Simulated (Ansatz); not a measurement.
Surface energy of faces of bcc Ta in PBE and in LDA, in Ansatz (plane waves, PAW). Symmetric slabs relaxed with PBE from ideal cuts in 1x1 cells (the lowest computed cut and spin start of each face; real faces may reconstruct in larger cells); LDA values are single points on them, with the bulk at the same level. No spin-orbit coupling, no U.

```tsv
face	PBE (J/m²)	LDA (J/m²)
(100)	2.55	2.89
(110)	2.38	2.67
(111)	2.74	3.01
(210)	2.55	?
(211)	2.70	3.01
(221)	2.66	2.96
(320)	2.50	2.81
(322)	2.72	3.02
(332)	2.68	2.98
```

Q: Fit a straight line y = a·x + b by least squares to the 8 complete rows (x: PBE (J/m²); y: LDA (J/m²)).

A: the means are x̄ = 2.6162 and ȳ = 2.9188; Σ(x − x̄)² = 0.11279 and Σ(x − x̄)(y − ȳ) = 0.10846, so a = 0.962 and b = ȳ − a·x̄ = 0.403. The largest residual is 0.035.

Q: What does the line predict for the withheld row, (210), and what did the calculation give?

A: the line gives 2.86; the calculation gave 2.88, a miss of 0.02, of the size of the fitted rows' scatter and rounding.

Ansatz is a first-principles code.
